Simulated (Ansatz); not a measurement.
# SnSe under a change: electrons 3.0×10^21 cm⁻³

The reference is SnSe (space group Pnma, No. 62; a = 11.230 Å, b = 4.112 Å, c = 4.236 Å).

One thing is altered: 0.587 electrons added to each cell, a density of 3.0×10^21 cm⁻³, with a uniform compensating background at fixed cell and a 300 K Fermi–Dirac width.

The values are results of PBEsol-D3(BJ) (Ansatz, a quantum-chemistry and plane-wave program), without spin-orbit coupling, earlier PAW set, not measurements. k-mesh 4×11×11 (Γ-centred); smearing 0.0259 eV (Fermi–Dirac).

| quantity | base | changed | shift |
|---|---|---|---|
| gap between the host's bands | 0.21 eV | 0.10 eV | -0.105 eV |
| gap character | indirect, Γ–Z (83 % along) → Γ–Z (17 % along) | indirect, Γ–Z (83 % along) → Γ–Z (17 % along) | – |
| largest internal atomic displacement | – | 0.096 Å | – |
| Fermi level relative to the doped band's edge (positive inside the band; to 0.05 eV) | – | +0.65 eV | – |

Final structure:

```
SnSe
1.0
   11.22996     0.00000     0.00000
    0.00000     4.11178     0.00000
    0.00000     0.00000     4.23591
Sn Se
4 4
Direct
  0.61621   0.75000   0.54933
  0.88379   0.25000   0.04933
  0.38379   0.25000   0.45067
  0.11621   0.75000   0.95067
  0.36074   0.75000   0.98470
  0.13926   0.25000   0.48470
  0.63926   0.25000   0.01530
  0.86074   0.75000   0.51530
```
Cell charge -0.586781.

Cost of the whole job for the changed cell (relaxation, final SCF and bands): roughly 14 core-minutes.

Charged cell with a jellium background: band edges are those of the host's band count, energies are not comparable with the neutral cell, and many-body gap narrowing is missing. No phonon test of stability was made. The D3 term's C6 switches between coordination references near this geometry, which can add small steps to energies. A zero or small gap of SnSe can be the functional's error rather than a property of the material.
